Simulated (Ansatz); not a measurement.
## SiGe, response to strain

The reference is SiGe in the wurtzite structure (space group P6_3mc, No. 186; a = 3.904 Å, c = 6.455 Å; a model cell, its experimental status unchecked). Axes: x lies along a and z along c of the hexagonal cell.

Strains are applied to the cell and any free atomic positions relax; under biaxial strain the out-of-plane vector relaxes too.

Levels (all Ansatz, an electronic-structure program, PAW): r2SCAN (500 eV, scalar-relativistic without spin-orbit coupling); HSE06 (420 eV, spin-orbit coupling left out).

Band gaps by level, all at the geometries relaxed with r2SCAN:

```tsv
case	r2SCAN	HSE06
base	0.66 eV	0.98 eV
biaxial strain +0.33 %, plane normal [001], relaxed out of plane	0.66 eV	0.97 eV
isotropic strain +5.25 %	0.34 eV	0.63 eV
uniaxial strain ε_zz = −2.01 %	0.55 eV	0.87 eV
tensor shear ε_xz = +0.66 %	0.65 eV	0.97 eV
```

Single points use the geometry relaxed with r2SCAN. HSE06 gaps are upper bounds (no full band path). Stability against distortions was not tested.
